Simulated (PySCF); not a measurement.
PySCF 2.14.0, WB97X/def2-svp, df: Cd(Cl)(acac) (CC1=CC(C)=[O]->[Cd]([Cl])[O]1), 16 atoms. The geometry is a generated start, not checked to be a minimum at this level.

```
Item                                                 Value
-------------------------  -------------------------------
task                                                energy
method                                               wb97x
basis                                             def2-svp
two-electron scheme                        density fitting
mol.max_memory                                     3000 MB
mf.max_cycle                                           100
mf.conv_tol                                1e-09 (default)
mf.grids.level                                 3 (default)
effective core potentials  those of the basis set, past Kr
basis functions                                        182
grid points                                         208680
```

```xyz
16

Cd     0.0617     2.7085     0.3440
Cl    -1.2961     4.4905     0.3171
C      0.5561    -0.5153    -2.5090
C      0.2355     0.1901    -1.2112
C      0.1056    -0.5823    -0.0522
C     -0.1940    -0.1068     1.2272
C     -0.2965    -1.1039     2.3575
O     -0.4111     1.1053     1.5457
O      0.0949     1.4493    -1.2913
H      0.7062    -1.5808    -2.3729
H     -0.2626    -0.3463    -3.2074
H      1.4495    -0.0697    -2.9440
H      0.2447    -1.6463    -0.1585
H     -1.3140    -1.0902     2.7458
H     -0.0421    -2.1107     2.0429
H      0.3623    -0.7912     3.1662
```

Charge 0 and multiplicity 1 are set for this test and not shown to be the ground state.

With the defaults (mf.DIIS = CDIIS, mf.diis = true, mf.diis_space = 8, mf.init_guess = minao, mf.diis_damp = 0, mf.damp = 0, mf.diis_start_cycle = 1) it converges in 16 Fock builds. One run each on 2 threads, 1 BLAS thread, with these changes:
- mf.diis_space = 12
- mf.init_guess = atom
- mf.DIIS = EDIIS
- mf.DIIS = ADIIS
- mf.diis_space = 5
- mf.diis_damp = 0.3
- mf.diis = false, mf.damp = 0.7, mf.diis_start_cycle = 999
- mf.init_guess = huckel
- mf.diis = false

### Question
Name the settings that don't reach the solution of the defaults.

### Answer
No convergence: mf.DIIS = EDIIS; mf.diis = false (the run ends without SCF convergence in 100 cycles). The rest reach the solution of the defaults.

```json
[
 {"setting": "mf.init_guess = atom", "Fock builds": "14", "end": "same solution"},
 {"setting": "the defaults", "Fock builds": "16", "end": "same solution"},
 {"setting": "mf.diis_space = 12", "Fock builds": "16", "end": "same solution"},
 {"setting": "mf.diis_damp = 0.3", "Fock builds": "16", "end": "same solution"},
 {"setting": "mf.diis_space = 5", "Fock builds": "17", "end": "same solution"},
 {"setting": "mf.init_guess = huckel", "Fock builds": "17", "end": "same solution"},
 {"setting": "mf.DIIS = ADIIS", "Fock builds": "20", "end": "same solution"},
 {"setting": "mf.diis = false, mf.damp = 0.7, mf.diis_start_cycle = 999", "Fock builds": "43", "end": "same solution"},
 {"setting": "mf.DIIS = EDIIS", "Fock builds": "101", "end": "no convergence"},
 {"setting": "mf.diis = false", "Fock builds": "101", "end": "no convergence"}
]
```
